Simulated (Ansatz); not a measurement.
Start from LiCl in the rock salt structure (space group Fm-3m, No. 225; a = 5.150 Å).

Level of theory: PBE (Ansatz, a first-principles code, PAW, spin-orbit coupling left out).

Before the change:

| Item | Result |
|---|---|
| Electron mass | 0.47 mₑ (at Γ) |
| Width of the top valence band | 1.08 eV |
| Valley order | Γ 6.26 eV; L along ⟨111⟩ 6.73 eV; X along ⟨100⟩ 7.80 eV |

Now apply this change: a hydrostatic pressure of 30 GPa.

Question: Predict the new electron mass.

Answer: The electron mass goes from 0.47 mₑ (at Γ) to 0.99 mₑ along k, 0.28 mₑ across (at L).

Question: How does this affect the width of the top valence band?

Answer: The width of the top valence band rises by 1.01 eV to 2.09 eV.

Question: Predict the new valley order.

Answer: The valley order (the lowest conduction-band minima on the path, energy above the VBM, named in the base's zone) changes from Γ 6.26 eV; L along ⟨111⟩ 6.73 eV; X along ⟨100⟩ 7.80 eV to L along ⟨111⟩ 7.00 eV; X along ⟨100⟩ 7.19 eV; Γ 9.32 eV.

The levels and masses belong to the bands next to the band gap. Load acts through the strain it causes; cell and atoms are relaxed under it. Masses are band curvatures over ±0.01 Å⁻¹ around the edge. Along k means along the line from Γ to the band edge. Stability against distortions was not tested. No other phases were tried under pressure.
